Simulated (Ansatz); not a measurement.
Reference: BaMg₂P₂ (P-3m1), PBEsol, rigid bands (plane waves, PAW, scalar-relativistic; Ansatz, a program for electronic structure); geometry: cell and atoms relaxed with PBEsol.

BaMg2P2 has the trigonal space group P-3m1 (No. 164), Pearson symbol hP5. Cell: a = 4.342 Å, b = 4.342 Å, c = 7.501 Å, α = 90.00°, β = 90.00°, γ = 120.00°. Ba on 1a sees 6 P at 3.239 Å (octahedral). Mg on 2d is coordinated by 4 P at 2.622–2.630 Å (tetrahedral). P on 2d has 4 Mg at 2.622–2.630 Å and 3 Ba at 3.239 Å. (Neighbours: up to the widest gap in distance over summed covalent radii, below 1.35, at either atom; cation-cation and far metal-metal contacts left out.)

band gap: 1.10 eV
electron conductivity mass: 0.40 mₑ
hole conductivity mass: 0.62 mₑ
Seebeck coefficient, n-type 1e19 cm⁻³: -326 μV/K

Q: Replace Mg by Cd on the same sites and relax. What happens?

A: BaCd₂P₂ (P-3m1): volume per atom 24.5 to 24.7 Å³; band gap falls (1.10 eV to 0.77 eV); electron conductivity mass falls (0.40 mₑ to 0.165 mₑ); hole conductivity mass falls (0.62 mₑ to 0.38 mₑ); Seebeck coefficient, n-type 1e19 cm⁻³ falls in size (-326 μV/K to -172 μV/K).

Moves up to 5 % count as about the same. Masses are for dilute carriers at 300 K, harmonic means over directions unless an axis is named. Seebeck coefficients are for the stated density at 300 K, with one relaxation time for all states and whether or not that doping can be reached. Spin-orbit coupling is left out.

Computed structure with no diffraction record at hand here (it may be known, metastable or hypothetical): BaCd2P2 (P-3m1), BaMg2P2 (P-3m1).
